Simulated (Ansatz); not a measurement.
# Response to strain in hypothetical fluorite ZrSe2

Consider ZrSe2 in the fluorite structure (space group Fm-3m, No. 225; a = 6.5956 Å; a hypothetical phase, not in the database extracts checked; relaxed with 0.1 eV smearing). Axes: x, y, z lie along the cube axes.

Strains are applied to the cell and any free atomic positions relax; under biaxial strain the out-of-plane vector relaxes too.

Level of theory: PBE in Ansatz (plane waves to 420 eV, PAW, no spin-orbit coupling).

Candidates:
(a) uniaxial strain ε_zz = +2.63 %
(b) isotropic strain +1.14 %
(c) uniaxial strain ε_yy = +1.51 %
(d) biaxial strain −0.55 %, plane normal [110], relaxed out of plane
(e) strain tensor (xx, yy, zz, yz, xz, xy) = (−0.50, +0.97, +0.43, +0.50, +0.12, +0.02) %

Notes on the quantities. energy relative to the base: free energy F.

Task: Order them by energy relative to the base, lowest first.

Result: (d) biaxial strain −0.55 %, plane normal [110], relaxed out of plane (+0.3 meV/atom), (e) strain tensor (xx, yy, zz, yz, xz, xy) = (−0.50, +0.97, +0.43, +0.50, +0.12, +0.02) % (+1.4 meV/atom), (c) uniaxial strain ε_yy = +1.51 % (+2.6 meV/atom), (b) isotropic strain +1.14 % (+7.1 meV/atom), (a) uniaxial strain ε_zz = +2.63 % (+7.8 meV/atom)

Whether these cells are dynamically stable was not tested. All final runs are without spin polarisation.

Ansatz is a program for electronic structure.
